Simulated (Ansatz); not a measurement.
## Habitual settings against a tight run: Cd3Ga (I4/mmm, 4 atoms in the cell)

Self-consistent single point.

```
CELL_PARAMETERS angstrom
     -2.18845     2.18845     4.37538
      2.18845    -2.18845     4.37538
      2.18845     2.18845    -4.37538
ATOMIC_POSITIONS crystal
  Cd 0.75000 0.25000 0.50000
  Cd 0.25000 0.75000 0.50000
  Cd 0.50000 0.50000 0.00000
  Ga 0.00000 0.00000 0.00000
```

Computed with PBEsol, PAW files made with PBE (plane waves; Ansatz, a quantum-chemistry and plane-wave program).

Base settings: basis.ecutwfc = 420 eV; kpoints.mp_grid.grid = 7 7 7; hamiltonian.xc = pbesol; hamiltonian.pseudopotentials = {kind: paw} (the program's default PAW files); scf.occupations.method = gaussian; scf.occupations.width = 0.272 eV.

Tight run (finer mesh or higher cutoff; not a proven limit): basis.ecutwfc: 420 eV → 590 eV; kpoints.mp_grid.grid: 7 7 7 → 10 10 10; scf.convergence.dr2_threshold: default (1e-07 eV) → 1e-09 eV. It gave Fermi level (on the code's own zero) 13.31 eV; pressure -1.57 GPa.

Quick runs, as changes from the base:
- A: the base itself
- B: basis.ecutwfc: 420 eV → 250 eV; kpoints.mp_grid.grid: 7 7 7 → 6 6 6; hamiltonian.xc: pbesol → lda [LDA (PW92)]
- C: kpoints.mp_grid.grid: 7 7 7 → 4 4 4
- D: basis.ecutwfc: 420 eV → 250 eV; kpoints.mp_grid.grid: 7 7 7 → 3 3 3; hamiltonian.xc: pbesol → lda; scf.occupations.width: 0.272 eV → 0.2 eV; kpoints.mp_grid.shift: default → 0.5 0.5 0.5 [LDA (PW92)]
- E: basis.ecutwfc: 420 eV → 250 eV; kpoints.mp_grid.grid: 7 7 7 → 1 1 1; hamiltonian.xc: pbesol → lda; scf.occupations.method: gaussian → methfessel_paxton; scf.occupations.width: 0.272 eV → 0.2 eV; kpoints.mp_grid.shift: default → 0.5 0.5 0.5; scf.convergence.dr2_threshold: default (1e-07 eV) → 0.001 eV [LDA (PW92)]
- F: basis.ecutwfc: 420 eV → 210 eV; kpoints.mp_grid.grid: 7 7 7 → 8 8 8

Energies are extrapolated to zero smearing width, which holds to low order in the width alone.

Dashes: energy of B, D, E, another energy zero.

† marks runs with another functional, U, potentials or spin treatment: their distance from the tight run is not a convergence error alone.

The count of work is k-points × plane waves × bands × iterations; it is no time. 

Pressures in the table are Ansatz's without its Pulay estimate, at a fixed set of plane waves; the tight run's value above holds the estimate.

The starting cell comes from a database of computed structures (which also holds hypothetical and non-ambient phases and stackings), without a prior relaxation at this level. Its lattice was rescaled by a random factor within 2.5 % of one.

```tsv
run	energy less tight (meV/atom)	pressure less tight (GPa)	count of work / tight
A	-1.8	-0.17	0.19
B†	–	-56.59	0.066
C	6.2	-0.35	0.062
D†	–	-55.05	0.013
E†	–	-71.94	0.0015
F	5096.3	-216.68	0.099
```

Among the runs at the tight run's level, the energy misses run from 1.8 to 5096.3 meV/atom.

Keys are those of Ansatz 0.2.
